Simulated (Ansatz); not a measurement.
System: single layer of SnSe2 (symmetry P-3m1 as a slab, 3 atoms a cell), relaxed.

```xyz
3
Lattice="3.8635 0.0000 0.0000 1.9318 3.3459 0.0000 0.0000 0.0000 23.1500" Properties=species:S:1:pos:R:3 pbc="T T T"
Se     3.8635     0.0000    13.1737
Sn     3.8635     2.2306    11.5750
Se     1.9318     1.1153     9.9763
```

Tersoff–Hamann model: the current follows the density of the states in the bias window at the tip's centre.

Mesh 18×18×1, no spin-orbit coupling, no spin polarisation; biases count from the run's Fermi level.

Task: Give the constant-current image of the upper face at a sample bias of -1.4 V from a Fermi level inside the gap (filled states down to 1.0 eV under the valence edge) over one cell, by PBE, Tersoff-Hamann images (Ansatz, a quantum-chemistry and plane-wave program). The set point is the mean density 3.5 Å over the top atom.

Result: Corrugation 0.47 Å, highest over Se1 and the sites alike, lowest over no upper atom, but over the buried Se3. Tip height over the top atom in Å, x and y in fractions of the first two vectors:

```
|999987643223467899|
|999987654323456789|
|899887654322345678|
|788877654322234567|
|677776654322223456|
|556665544322122344|
|444554443322222233|
|333333333222222222|
|222222222223333332|
|321111111233444443|
|432100001234455554|
|543210001234566666|
|654321001234567777|
|776532101235677888|
|887653211235678899|
|998764321234678999|
|999875432234578999|
|999876543234567899|
```
Scale: ten equal steps from 3.24 (start of '0') to 3.71 (end of '9'), in the order '0123456789'; x runs from 0.000 to 0.944, y from 0.000 (bottom) to 0.944 (top).
